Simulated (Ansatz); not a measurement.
An ideal cubic perovskite cell is held by its symmetry; such compounds can tilt or shift off centre at room temperature.

 Where the default PAW files enter, the runs use the earlier of Ansatz's two default sets.

The decay constant κ of evanescent states in the gap governs leakage through a thin film.

Data:

```xyz
5
Lattice="5.8297 0.0000 0.0000 0.0000 8.2444 0.0000 0.0000 4.1222 4.1222" Properties=species:S:1:pos:R:3 pbc="T T T"
Cs     0.0000     0.0000     0.0000
Pb     2.9148     4.1222     0.0000
Br     0.0000     4.1222     0.0000
Br     2.9148     2.0611     2.0611
Br     2.9148     6.1833     2.0611
```

Space group of this cell: Pm-3m, cubic perovskite. The cell is strained (all lengths scaled by 0.98); by r2SCAN its mean pressure is 1.3 GPa.

Transport runs along the normal of the first two printed cell vectors, the (110) plane of the conventional cell.

The gap is the functional's own, uncorrected, and κ follows it; spin-orbit coupling is left out. Mid-gap values are interpolated between the computed energies.

### Question
State the band gap and the smallest decay constant κ at mid-gap according to r2SCAN run with Ansatz (a program for electronic structure).

### Answer
Gap 1.81 eV on a 8×8×8 mesh; κ = 0.123 1/Å, at (0.500, 0.000) of the in-plane reciprocal vectors. At the zone centre, at the nearest computed energy, the slowest state has κ = 0.18 1/Å.
